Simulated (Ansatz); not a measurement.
KCl (Fm-3m), PBEsol, rigid bands (Ansatz, a quantum-chemistry and plane-wave program): band gap 5.10 eV, N_c = 7.40e18 cm⁻³ and N_v = 4.42e20 cm⁻³ at 300 K, conductivity masses of 0.445 mₑ (electrons) and 3.48 mₑ (holes). Take k_BT = 0.02585 eV.

Problem. Find the intrinsic carrier density and the intrinsic Fermi level.

Solution. n_i = √(N_c N_v) exp(−E_g/2k_BT) = 5.72e19 × exp(−98.64) = 8.3e-24 cm⁻³. The level lies (k_BT/2) ln(N_v/N_c) = 53 meV from mid-gap (positive towards the conduction band). Each 0.1 eV added to the gap lowers n_i by a factor of 6.9.

Problem. A film of it is 2 nm thick. Estimate the confinement energies in an infinite well.

Solution. ħ²π²/(2m t²) = 0.376 eV·nm²/(m/mₑ × t²) gives 211 meV for electrons and 27.0 meV for holes, so the gap would widen to about 5.34 eV. Finite barriers and nonparabolic bands lower this, and with several valleys or bands the heaviest mass along the normal sets the lowest level, not this average.

Problem. What thermal injection velocity √(2k_BT/πm) limits a ballistic channel?

Solution. 8.07e6 cm/s for electrons and 2.88e6 cm/s for holes, a ratio of √(m_h/m_e) = 2.80, for dilute carriers.

Rigid, parabolic bands with the computed gap; masses take one relaxation time for all states. Spin-orbit coupling is left out; where it splits the top of the valence band, N_v and the p-type Seebeck coefficient come out somewhat high without it.
